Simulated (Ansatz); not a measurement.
Input:

```
CaS
1.0
    0.00000     2.83233     2.83233
    2.83233     0.00000     2.83233
    2.83233     2.83233     0.00000
Ca S
1 1
Direct
  0.00000   0.00000   0.00000
  0.50000   0.50000   0.50000
```

No spin polarisation.

Calculations: PBE (Ansatz, an electronic-structure program, PAW, without spin-orbit coupling). Settings: 10×10×10 k-points, 0.05 eV Fermi–Dirac smearing.

Question: What band gap does the calculation give?

Answer: 2.33 eV.

Question: What hole mass (degenerate bands, along [100]) does the calculation give?

Answer: 0.23, 1.2, 1.2 mₑ (at Γ).

Question: What is the computed gap character?

Answer: Indirect, Γ → X.

Question: What is the computed width of the top valence band?

Answer: 1.58 eV.

Load acts through the strain it causes; cell and atoms are relaxed under it. Effective masses come from finite differences of ±0.01 Å⁻¹. Stability against distortions was not tested. The cell was made from CaS in the rock salt structure (space group Fm-3m, No. 225) by this change: pressure 1.5 GPa.
